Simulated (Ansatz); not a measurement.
We consider HfO2 (model structure, started from the 2H-MoS2 type, P6₃/mmc, No. 194, 6 atoms in the cell), described by PBEsol in Ansatz (PAW).

Numerical settings: plane-wave cutoff 500 eV, 18×18×4 k mesh (along the axes of the cell as run), Fermi–Dirac smearing 0.05 eV, scalar-relativistic PAW data made under PBE.

Cell (relaxed at this level):

```
HfO2
1.0
    3.09382     0.00000     0.00000
   -1.54691     2.67932     0.00000
    0.00000     0.00000     9.58990
Hf O
2 4
Direct
  0.33333   0.66667   0.25000
  0.66667   0.33333   0.75000
  0.33333   0.66667   0.62984
  0.66667   0.33333   0.12984
  0.66667   0.33333   0.37016
  0.33333   0.66667   0.87016
```

Predict the band gap.


- band gap: 1.33 eV (on the SCF k mesh)

Note: the relaxation could raise the start's symmetry but not lower it, so the cell can be a saddle point.

Spin–orbit coupling is not included.

Computed values are for the static lattice.

Cost on a shared machine: roughly 4 core-minutes.

A model structure was made by putting elements into a prototype or built by hand; it is no filed structure, need not be a known phase, and can be a saddle point held by its symmetry.

Ansatz is a quantum-chemistry and plane-wave program.
